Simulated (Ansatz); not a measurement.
We consider SiO2 (model structure, started from the 3R-MoS2 type, R3m, No. 160, 3 atoms in the cell), described by r²SCAN (Ansatz, a quantum-chemistry and plane-wave program, PAW).

Numerical settings: plane-wave cutoff 560 eV, 16×16×16 k mesh, Fermi–Dirac smearing 0.01 eV, scalar-relativistic PAW data made under PBE.

Cell (relaxed at this level):

```cif
data_O6Si3
_chemical_formula_sum 'Si3 O6'
_space_group_name_H-M_alt 'R3m :H'
_space_group_IT_number 160
_space_group_name_Hall 'R 3 -2"'
_cell_length_a 2.59950
_cell_length_b 2.59950
_cell_length_c 15.43173
_cell_angle_alpha 90.000
_cell_angle_beta 90.000
_cell_angle_gamma 120.000
loop_
_atom_site_label
_atom_site_type_symbol
_atom_site_symmetry_multiplicity
_atom_site_Wyckoff_symbol
_atom_site_fract_x
_atom_site_fract_y
_atom_site_fract_z
_atom_site_occupancy
Si1 Si 3 a 0.00000 0.00000 0.00001 1
O1 O 3 a 0.00000 0.00000 0.26401 1
O2 O 3 a 0.00000 0.00000 0.40267 1
```
(The calculation used a cell of 3 atoms; values per cell refer to that cell.)

Q: Estimate the band gap and smallest direct gap on the k points sampled that the calculation returns.

A: 
- band gap = 4.01 eV (indirect)
- smallest direct gap on the k points sampled = 4.71 eV

Note: the relaxation could raise the start's symmetry but not lower it, so the cell can be a saddle point; the cell has widely spaced layers and the level no dispersion term, so their spacing and the moduli can rest on weak binding.

The computed numbers hold no vibrational or temperature effects.

Cost on a shared machine: about 50 core-seconds (a rough figure).

A model structure was made by putting elements into a prototype or built by hand; it is no filed structure, need not be a known phase, and can be a saddle point held by its symmetry.
